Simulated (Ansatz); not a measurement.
Functionals compared on NH3 on the 1x1 (111) surface of fcc Rh, one in a 2x2 cell, started at the site 'top Rh', in Ansatz (plane waves, PAW). The structure was relaxed with PBE; the other rows are single points on it, each with its references at the same level. Cutoff 420 eV (500 eV for r2SCAN).

Model: 20-atom slab, 6.5 Å thick at the start under the adsorbate (thin: gaps and levels are the slab's own), 6x6x1 mesh, Fermi-Dirac 0.1 eV, dipole correction, 8 atoms held, the rest relaxed; symmetry of the start imposed; no spin, no spin-orbit, no U, no dispersion correction. At the end it is bonded to Rh. In PBE it is, or lies within 0.03 eV of, the lowest of the starts that converged. These notes are the PBE run's. Adsorption energies are against NH3(g). A negative adsorption energy means that the adsorbate is more stable on the surface than in its reference.

| functional | adsorption energy (eV) | work function of the top face (eV) | change of the work function (eV) | rough cost of the single point |
|---|---|---|---|---|
| PBE | -0.68 | 2.49 | -2.65 | – |
| RPBE | -0.38 | 2.39 | -2.57 | around 80 core-seconds (rough) |
| r2SCAN | (withheld) | (withheld) | (withheld) | about 2.4 core-minutes (a rough figure) |

Task: Some entries are withheld; supply them.

Result: 
- r2SCAN, adsorption energy (eV): -0.86
- r2SCAN, work function of the top face (eV): 2.40
- r2SCAN, change of the work function (eV): -2.74

Ansatz is a first-principles code.
